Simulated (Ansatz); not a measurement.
Take PbS in the rock salt structure (space group Fm-3m, No. 225) as the base.

```cif
data_PbS
_chemical_formula_sum 'Pb1 S1'
_space_group_name_H-M_alt 'P 1'
_space_group_IT_number 1
_cell_length_a 4.22477
_cell_length_b 4.22477
_cell_length_c 4.22477
_cell_angle_alpha 60.000
_cell_angle_beta 60.000
_cell_angle_gamma 60.000
loop_
_space_group_symop_operation_xyz
  'x, y, z'
loop_
_atom_site_label
_atom_site_type_symbol
_atom_site_fract_x
_atom_site_fract_y
_atom_site_fract_z
_atom_site_occupancy
Pb1 Pb 0.00000 0.00000 0.00000 1
S1 S 0.50000 0.50000 0.50000 1
```

Calculations: DFT with r2SCAN, PAW potentials and a 500 eV plane-wave cutoff in Ansatz (a first-principles code), spin-orbit coupling left out.

Strains are applied to the cell and any free atomic positions relax.

One change was made to it. Results:

```tsv
quantity	base	after
energy relative to the base (free energy F)	0 meV/atom	+25 meV/atom
band gap	0.69 eV	0.93 eV
```

**Question.** Which of these changes matches the shifts?
(A) isotropic strain +2.50 %
(B) isotropic strain +1.00 %
(C) isotropic strain +0.50 %

**Answer.** A, isotropic strain +2.50 %. For comparison, the band gap in the other runs: isotropic strain +0.50 % gives 0.75 eV; isotropic strain +1.00 % gives 0.80 eV.

Spin-orbit coupling, missing from the scalar runs, can matter with Pb. No phonon test of stability was made.
